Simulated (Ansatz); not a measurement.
# TiC: energy against strain

TiC (rock salt, Fm-3m, 9.670 Å³/atom at rest) under an equal strain ε in the (111) plane with the normal axis free, as in a coherent film. LDA in Ansatz, a plane-wave DFT program (PAW, default set), 420 eV, 23×23×23 Γ-centred mesh, Fermi-Dirac smearing 0.10 eV; ions are relaxed within the symmetry of each cell.

Here s stands for strain and y for E less E0.

| strain (%) | E less E0 (meV/atom) |
|---|---|
| -2.50 | ? |
| -1.25 | 5.59 |
| -0.83 | 2.43 |
| -0.42 | 0.61 |
| 0.00 | 0.00 |
| 0.42 | 0.62 |
| 0.83 | 2.39 |
| 1.25 | 5.35 |

Taking a parabola for y over the 7 complete rows: Least squares gives y = -0.002 - 0.0678·s + 3.5018·s². Residuals (row less fit): 0.036, -0.037, -0.034, 0.002, 0.033, 0.036, -0.035; standard error 0.043 (degrees of freedom: 4). Twice the quadratic coefficient over the volume, 2 × 3.5018 meV × 10⁴ × 0.1602 / 9.670 Å³, is twice the biaxial elastic modulus of this plane = 1160 ± 9 GPa.

Question: What does the fit predict for y at s = -2.50, and how far is the calculated value from it?

Answer: y = -0.002 - 0.0678 × (-2.50) + 3.5018 × (-2.50)² = 22.054 meV/atom. The calculation gives 23.06 meV/atom, 1.006 meV/atom above the prediction (4.4 % of the range of y in the table). The row lies outside the fitted rows, so this is an extrapolation. From the scatter of the fitted rows alone, a prediction at this place has a standard error of 0.164 meV/atom, so the miss is 6.1 times that.

One order more, fitted to all 13 runs of the series, follows each within 0.01, so the miss is the next term of a smooth law. In a metal these values are sensitive to mesh and smearing; energies are taken to zero smearing, stresses follow the free energy. Rows are the converged runs of the series near zero and its far end; series whose fitted rows scatter by over a few per cent of the range, as at a crossing or softening among them, aren't shown in this form. Most that stay on the fit to the last digits aren't either.
